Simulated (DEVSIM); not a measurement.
Device: Schottky contact on n-type GaP, at 350 K.

Layer 1 from the left is GaP, thickness (μm) 1.70, Nd (cm⁻³) 1.4e15, τn (s) 4e-7, τp (s) 4e-7. Layer 2 from the left is GaP, thickness (μm) 1.90, Nd (cm⁻³) 2.5e18, τn (s) 4e-7, τp (s) 4e-7.

Left contact: Schottky, work function 5.13 eV, emission velocity 2.3e6 cm/s. Right contact: ohmic. Voltage is applied to the left contact. Recombination: SRH at mid-gap, Auger. Mobility is constant in doping.

Constants are typed, rounded textbook-type inputs, not results; the design itself was drawn at random and stands for no fabricated device. Values at 300 K; Nc and Nv go as T^1.5, mobilities as T to minus their exponent, the gap by Varshni's rule with the affinity fixed.

GaP: gap (eV) 2.26, affinity (eV) 3.8, permittivity 11.1, Nc (cm⁻³) 1.8e19, Nv (cm⁻³) 1.9e19, μn (cm²/Vs) 250, μp (cm²/Vs) 150, T exponent of μn 1.6, T exponent of μp 1.98, Cn (cm⁶/s) 1e-30, Cp (cm⁶/s) 1e-30, Varshni α (eV/K) 0.00058, Varshni β (K) 372.

Simulated with DEVSIM: 1D drift-diffusion, Boltzmann statistics, complete ionisation; no tunnelling, impact ionisation, image-force lowering or self-heating. Metal contacts follow the ideal Schottky-Mott rule: no Fermi-level pinning, no interface dipoles.

Dark forward current:

```csv
|V| (V),|J| (A/cm²)
0.05,1.597e-12
0.10,9.867e-12
0.15,5.275e-11
0.20,2.750e-10
0.25,1.426e-9
0.30,7.380e-9
0.35,3.813e-8
0.40,1.966e-7
0.45,1.012e-6
0.50,5.196e-6
0.55,2.659e-5
0.60,0.0001355
0.65,0.0006867
0.70,0.003452
0.75,0.01714
0.80,0.08320
0.85,0.3834
0.90,1.555
0.95,4.886
1.00,11.23
1.05,20.16
1.10,30.87
1.15,42.77
1.20,55.49
1.25,68.81
1.30,82.59
```

Work out the local ideality factor n = ΔV / (kT/q · ln(J2/J1)) between the rows 0.15 and 0.20 V, 1.25 and 1.30 V.

kT/q = 30.16 mV. From 0.15 to 0.20 V: ln(2.750e-10/5.275e-11) = 1.651, n = 1.00, near the 1 of diffusion or emission over a barrier. From 1.25 to 1.30 V: ln(82.59/68.81) = 0.183, n = 9.08.

Estimate the current at 0.45 V for emission alone, J0 = q v N_band exp(−φB/kT), and read the barrier back from the simulated current.

φB = 1.330 eV, N_band = 2.27e19 cm⁻³, J0 = 5.90e-13 A/cm²; J = J0 (exp(qV/kT) − 1) = 1.78e-6 A/cm². The simulation gives 1.01e-6 A/cm²; the estimate lies 76 % above. Read backwards, the simulated current gives an apparent barrier of 1.347 eV. The estimate leaves out transport through the depletion region and minority injection.
